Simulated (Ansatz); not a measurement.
Al vacancy + Si on the Al site (V_Al+Si_Al) in metastable zinc-blende AlN: one set of geometries, relaxed with PBE, evaluated in Ansatz (PAW, plane waves to 420 eV, 500 eV under r2SCAN) with PBE, r2SCAN.

Details: 64-site cell; 2×2×2 shifted k-points; start: the Al site; Al 3.11 Å away; not converged in cell size; relaxed from one start, so a lower configuration may exist; flagged in the runs: a strain field that reaches the edge of the cell.

| quantity | PBE | r2SCAN |
|---|---|---|
| host gap (eV) | 3.31 | 3.92 |
| neutral formation energy against fcc Al, silicon (eV) | 7.93 | 8.56 |
| largest moment on one atom at charge 0 (μB) | 0.39 | 0.44 |

PBE narrows the gap by 0.61 eV against r2SCAN, the highest level run.

Ansatz is an electronic-structure program.
